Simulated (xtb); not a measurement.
xtb 6.7.1, GFN1-xTB: Ti(Cl)3(OSiH3) triplet ([SiH3][O][Ti]([Cl])([Cl])[Cl]), charge 0, multiplicity 3, 9 atoms. The geometry is a generated start, not checked to be a minimum at this level.

```json
{
  "method": "GFN1-xTB",
  "--acc": "1 (default)",
  "--etemp (K)": "300 (default)",
  "detailed input (--input)": "none: ANC optimiser, Lindh (1995) Hessian, microcycle=20, maxdispl=1.0, hlow=0.01 (default)",
  "basis_functions": "60",
  "valence_electrons": "38"
}
```

```xyz
9

Ti    -0.9348     0.9268     0.7097
Cl    -0.7459     3.0412     0.8289
Cl    -0.4988     0.1767     2.6512
Cl    -2.9781     0.4596     0.3576
O      0.0890     0.2095    -0.4259
Si     1.0809    -0.9801    -0.9357
H      2.2020    -1.0115     0.0190
H      1.5051    -0.6048    -2.2907
H      0.2807    -2.2172    -0.9142
```

Charge 0 and multiplicity 3 are set for this test and not shown to be the ground state. GFN-xTB has no spin term: --uhf 2 sets the occupations alone.

The structure is relaxed from this start with --opt LEVEL for the levels crude, sloppy, loose, lax, normal, tight, vtight, extreme, once each. Up to the end of the extreme run atoms move by at most 0.45 Å along an axis.

**Question.** Choose the cheapest level whose final energy lies within 1 meV of that of extreme.

**Answer.** vtight: 38 cycles against 44, ending 0.010 meV above.

```csv
level,cycles,energy above the extreme run (meV),gradient norm (eV/Å)
crude,6,30,0.28
sloppy,12,3.2,0.14
loose,13,2.5,0.081
lax,14,2.3,0.067
normal,16,1.9,0.018
tight,22,1.6,0.0065
vtight,38,0.010,0.0038
extreme,44,—,0.0018
```
